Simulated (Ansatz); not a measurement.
Results of r²SCAN+rVV10 in Ansatz (PAW) for CaC6 (R-3m, No. 166, 7 atoms in the cell).

Settings: plane-wave cutoff 560 eV, 16×16×16 k mesh, Fermi–Dirac smearing 0.05 eV, scalar-relativistic PAW data made under PBE.

The cell is scaled about its equilibrium volume:

Shape and atoms are relaxed at each volume.

| V (Å³/atom) | P (GPa) | c (Å) | a (Å) |
|---|---|---|---|
| 9.858 | 5.70 | 12.900 | 4.305 |
| 10.063 | 2.65 | 13.098 | 4.316 |
| 10.269 | -0.01 | 13.301 | 4.327 |
| 10.474 | -2.25 | 13.513 | 4.335 |
| 10.679 | -4.15 | 13.731 | 4.343 |

Note: the relaxation could not lower the start's symmetry, so the cell can be a saddle point above a distorted one; the bulk modulus comes from volumes at which shape and atoms were relaxed.

Ansatz is a quantum-chemistry and plane-wave program.
